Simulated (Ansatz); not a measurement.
**Ru, response to strain**

Take Ru in the hcp (Mg type) structure (space group P6_3/mmc, No. 194; a = 2.692 Å, c = 4.246 Å) as the base. Axes: x lies along a and z along c of the hexagonal cell.

Strains are applied to the cell and any free atomic positions relax; under biaxial strain the out-of-plane vector relaxes too; under stress the whole cell relaxes.

Calculations: Ansatz (a first-principles code), PBEsol, PAW, cutoff 420 eV, no spin-orbit coupling.

Notes on the quantities. energy relative to the base: free energy F; pressure: mean of the normal stresses, compression positive.

```tsv
variant	energy relative to the base	pressure	volume per atom
base	0 meV/atom	0.0 GPa	13.32 Å³
biaxial strain −1.00 %, plane normal [001], relaxed out of plane	–	5.1 GPa	13.13 Å³
biaxial strain +4.51 %, plane normal [001], relaxed out of plane	–	-16.5 GPa	14.19 Å³
uniaxial strain ε_xx = −0.67 %	…	2.3 GPa	13.23 Å³
uniaxial strain ε_xx = +0.82 %	+1.7 meV/atom	…	13.43 Å³
uniaxial strain ε_yy = −2.92 %	…	11.1 GPa	12.93 Å³
uniaxial strain ε_zz = −1.21 %	+4.5 meV/atom	4.6 GPa	13.16 Å³
uniaxial strain ε_zz = +3.77 %	+38 meV/atom	-11.7 GPa	13.82 Å³
tensor shear ε_xy = −0.59 %	+1.3 meV/atom	0.0 GPa	13.32 Å³
uniaxial stress, 2 GPa tension along z	+0.3 meV/atom	–	13.35 Å³
```

**Question.** Complete the table.

**Answer.** 
- uniaxial strain ε_xx = −0.67 %, energy relative to the base: +1.2 meV/atom
- uniaxial strain ε_xx = +0.82 %, pressure: -2.7 GPa
- uniaxial strain ε_yy = −2.92 %, energy relative to the base: +24 meV/atom

Without a gap, meshes like the base's 20×20×11 leave anisotropic stresses uncertain by several tenths of a GPa, and small strain energies with them. Stability under load was not tested beyond the relaxation. The final runs are not spin-polarised.
